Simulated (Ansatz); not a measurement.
**Input and output of a self-consistent single point for LiAg (Pm-3m, 2 atoms in the cell) (Ansatz, a first-principles code)**

Level of theory: LDA (PW92), default PAW files made with PBE (plane waves; Ansatz).

Input as run:

Ansatz 0.2 input:
```yaml
crystal:
  lattice:
    - [3.107126, 0.000000, 0.000000]
    - [0.000000, 3.107126, 0.000000]
    - [0.000000, 0.000000, 3.107126]
  atoms:
    - { symbol: Li, position_ang: [1.553563, 1.553563, 1.553563] }
    - { symbol: Ag, position_ang: [0.000000, 0.000000, 0.000000] }
basis:
  ecutwfc: 420.0
kpoints:
  mp_grid:
    grid: [11, 11, 11]
hamiltonian:
  xc: lda
  pseudopotentials:
    kind: paw
scf:
  occupations:
    method: fermi_dirac
    width: 0.1
output:
  forces: true
  eigenvalues: true
  stress: true
```

Log, with long lists cut:

```
WARN ansatz: RAYON_NUM_THREADS=1 ignored (pool sized by the plan → 1); use --threads N
Pseudopotentials: kind: paw
Pseudopotential: Li, paw, valence charge 3
Pseudopotential: Ag, paw, valence charge 19
Crystal: 2 atoms, lattice volume = 29.997 Å³
Basis set: ecut = 420 eV, 587 PW (Γ)
Bands: 15, of which v1, the nominal top of the filled ones, is band 11 counted from 1 (10 counted from 0)
Symmetry: 48 space group operations
Space group: Pm-3m (ITA 221), of the structure as read, at distance tolerance 3.1e-5 Å
k-points: 56 of 1331
PAW frozen core: Ag, regenerated for the run's functional, and the local potential with it
Initial density: superposition of atomic densities (neutral atoms: chi_scale 0, normalization atom), corrected by the library's trained network
Initial wavefunctions: pseudopotential atomic-orbital guess
Eigensolver: davidson
Functional: x = slater, c = lda
SCF iter   1: F=—  HF=-7660.227293 eV  |F-HF|=—  |Δ(HF+E_count)|=         —  Δρ=9.16e-3  dr2=1.80e-2  ethr=1.77e-3  ⟨swp⟩=4.6  Hψ=3756  notcnv=0
all-band conjugate gradients solve this SCF's bands
preconditioner: auto → none
SCF iter   2: F=—  HF=-7660.218496 eV  |F-HF|=—  |Δ(HF+E_count)|=   8.80e-3  Δρ=3.11e-3  dr2=8.61e-4  ethr=8.20e-5  ⟨swp⟩=2.3  Hψ=1759  notcnv=0
SCF iter   3: F=—  HF=-7660.217588 eV  |F-HF|=—  |Δ(HF+E_count)|=   9.07e-4  Δρ=1.23e-3  dr2=3.75e-4  ethr=3.91e-6  ⟨swp⟩=2.1  Hψ=1105  notcnv=0
SCF iter   4: F=—  HF=-7660.217485 eV  |F-HF|=—  |Δ(HF+E_count)|=   1.03e-4  Δρ=3.48e-4  dr2=2.03e-5  ethr=1.70e-6  ⟨swp⟩=2.0  Hψ=1216  notcnv=0  defer=1
SCF iter   5: F=—  HF=-7660.217489 eV  |F-HF|=—  |Δ(HF+E_count)|=   4.46e-6  Δρ=8.02e-5  dr2=1.48e-6  ethr=9.24e-8  ⟨swp⟩=2.2  Hψ=1416  notcnv=0  defer=1
SCF iter   6: F=-7660.217490 eV  HF=-7660.217490 eV  |F-HF|=3.28e-10  |Δ(HF+E_count)|=   1.38e-7  Δρ=3.44e-6  dr2=1.95e-9  ethr=4.55e-10  ⟨swp⟩=2.9  Hψ=3381  notcnv=0
SCF 1 converged in 6 iterations: F = -7660.217490 eV  dr2 = 1.95e-9
SCF converged after 6 iterations
Free energy (F): -7660.217490 eV
Harris-Foulkes:  -7660.217490 eV  (|F-HF|=3.28e-10)
Internal energy: -7660.197838 eV  (E = F + TS)
E sigma→0 (E₀):  -7660.207664 eV
Entropy (-TS):   -0.019651 eV (-9.826 meV/atom)
Fermi energy:    10.697396 eV
--- Per-component energies (eV) ---
  E_band       = -422.461504
  E_kinetic    = 550.603323
  E_local      = -2920.879325  (includes V_loc(G=0)·N_el)
  E_nonlocal   = 52.726779
  E_hartree    = 1284.321077
  E_xc         = -194.656100
  E_vxc        = -248.906167  (∫ρ·V_xc dr)
  E_paw        = -3788.605445  (= ΣΔE_a)
  E_vpaw       = -424.645812  (= ΣTr[D̂ρ^β])
  E_aug_tail   = 0.000271  (compensation charges beyond the density's cutoff)
  E_ewald      = -2644.433227
  E_core_change = 0.724807  (= ΣΔE_core)
  E_smearing   = -0.019651  (= −TS)
  E_closure    = -0.000000  (closes the sum)
  Σ components = -7660.217490   (vs F -7660.217490, Δ=0.00e0)
--- Forces (eV/Å), atoms counted from 1 ---
  atom   1  Li     0.00000000    -0.00000000     0.00000000
  atom   2  Ag    -0.00000000    -0.00000000    -0.00000000
  max |Σ_I F_I| component: 5.36e-30 eV/Å
--- Stress (GPa, compression-positive) ---
       -2.875011      -0.000000       0.000000
        0.000000      -2.875011       0.000000
        0.000000       0.000000      -2.875011
  P = ⅓ Tr σ = -2.8750 GPa (-28.750 kbar)
  The stress holds the Pulay correction. Without it, at fixed plane waves, as pw.x and ABINIT print it: P = -2.8876 GPa
--- Band table (eV; the first three rows and the last of 56) ---
  k-point 0: bands = ["-81.3010", "-44.8187", "-44.8187", "-44.8187", "-33.9368", "4.3656", "5.2158", "5.2158", "6.7805", "6.7805", "6.7805", "17.6589", "17.6589", "17.6589", "22.8016"]
  k-point 1: bands = ["-81.3009", "-44.8216", "-44.8185", "-44.8185", "-33.9362", "4.4774", "5.2308", "5.2825", "6.7288", "6.7288", "6.7848", "16.8373", "17.8568", "17.8568", "22.7801"]
  k-point 2: bands = ["-81.3005", "-44.8294", "-44.8179", "-44.8179", "-33.9345", "4.7249", "5.2715", "5.5597", "6.5944", "6.5944", "6.7965", "15.1860", "18.4303", "18.4303", "22.7183"]
  k-point 55: bands = ["-81.2955", "-44.8480", "-44.8480", "-44.8480", "-33.9173", "5.2388", "5.2455", "5.2455", "7.2639", "7.2639", "13.9969", "15.0219", "15.0219", "17.5637", "17.5637"]
```

The run converged in 6 iterations.

The starting cell comes from a database of computed structures (which also holds hypothetical and non-ambient phases and stackings), without a prior relaxation at this level. Its lattice was rescaled by up to half a per cent. Ansatz's pressure includes its estimate of the finite-basis (Pulay) stress.
